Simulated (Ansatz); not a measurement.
# Response to strain in HfO2

Start from HfO$_{2}$ (space group P2_1/c, No. 14).

```xyz
12
Lattice="5.1141 0.0000 0.0000 0.0000 5.1816 0.0000 -0.8711 0.0000 5.2231" Properties=species:S:1:pos:R:3 pbc="T T T"
Hf     1.2312     0.2168     1.0876
Hf     3.4473     2.8076     1.5240
Hf     3.0117     4.9647     4.1356
Hf     0.7956     2.3740     3.6991
O      0.0586     1.7295     1.7968
O      4.6199     4.3203     0.8147
O      4.1843     3.4521     3.4263
O     -0.3770     0.8613     4.4084
O      1.8740     3.9259     2.4993
O      2.8044     1.3351     0.1122
O      2.3689     1.2557     2.7238
O      1.4385     3.8465     5.1109
```

Cartesian axes are those of the cell as printed.

Strains are applied to the cell and any free atomic positions relax; under biaxial strain the out-of-plane vector relaxes too; under stress the whole cell relaxes.

Calculations: r2SCAN (Ansatz, an electronic-structure program; PAW; 500 eV plane waves; no spin-orbit coupling).

Notes on the quantities. energy relative to the base: free energy F; pressure: mean of the normal stresses, compression positive.

| case | band gap | smallest direct gap | energy relative to the base | pressure | shortest interatomic distance |
|---|---|---|---|---|---|
| base | 4.59 eV | 4.68 eV | 0 meV/atom | 0.00 GPa | 2.041 Å |
| biaxial strain −0.62 %, plane normal [001], relaxed out of plane | 4.62 eV | 4.71 eV | +1.2 meV/atom | ___ | 2.030 Å |
| isotropic strain +2.18 % | 4.62 eV | 4.70 eV | +32 meV/atom | -12.31 GPa | 2.065 Å |
| uniaxial strain ε_xx = −1.30 % | 4.61 eV | 4.71 eV | +2.1 meV/atom | ___ | 2.036 Å |
| uniaxial strain ε_yy = −2.71 % | 4.67 eV | 4.73 eV | +12 meV/atom | 7.89 GPa | 2.012 Å |
| tensor shear ε_xz = −3.28 % | 4.44 eV | 4.55 eV | +16 meV/atom | 1.28 GPa | 2.047 Å |
| uniaxial stress, 2 GPa tension along x | 4.57 eV | 4.66 eV | +0.6 meV/atom | – | 2.043 Å |

Some entries are withheld; estimate them.


- biaxial strain −0.62 %, plane normal [001], relaxed out of plane, pressure: 1.81 GPa
- uniaxial strain ε_xx = −1.30 %, pressure: 2.69 GPa

Spin-orbit coupling, missing from the scalar runs, can matter with Hf. Beyond what the load breaks, stability against distortions was not tested.
